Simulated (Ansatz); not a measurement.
Base system: TlZnBr3 in the cubic perovskite structure (space group Pm-3m, No. 221; a hypothetical phase, not in the database extracts checked).

```
TlZnBr3
1.0
    5.13492     0.00000     0.00000
    0.00000     5.13492     0.00000
    0.00000     0.00000     5.13492
Tl Zn Br
1 1 3
Direct
  0.00000   0.00000   0.00000
  0.50000   0.50000   0.50000
  0.00000   0.50000   0.50000
  0.50000   0.50000   0.00000
  0.50000   0.00000   0.50000
```

Cartesian axes are those of the cell as printed.

Method: PBEsol/PAW in Ansatz (an electronic-structure program), no spin-orbit coupling.

Modification: every lattice vector is stretched by 2.80 %, atoms relaxed at fixed cell.

Task: Predict the stress tensor and what it implies for the stiffness.

Result: Stress of the strained cell less that of the base (GPa, compression positive):
```
  -2.48    0.00    0.00
   0.00   -2.48    0.00
   0.00    0.00   -2.48
```

Then B = −ΔP/(ΔV/V₀) with ΔV/V₀ = 0.0864 gives secant stiffness values (nonlinear terms included at this strain): B ≈ 29 GPa.

As a check, the harmonic strain energy −½ V₀ Δσ:ε is 18 meV/atom; the computed energy rise is 20 meV/atom.

Whether these cells are dynamically stable was not tested. Many cubic perovskites are stable only at high temperature; tilts and polar distortions were not tested.
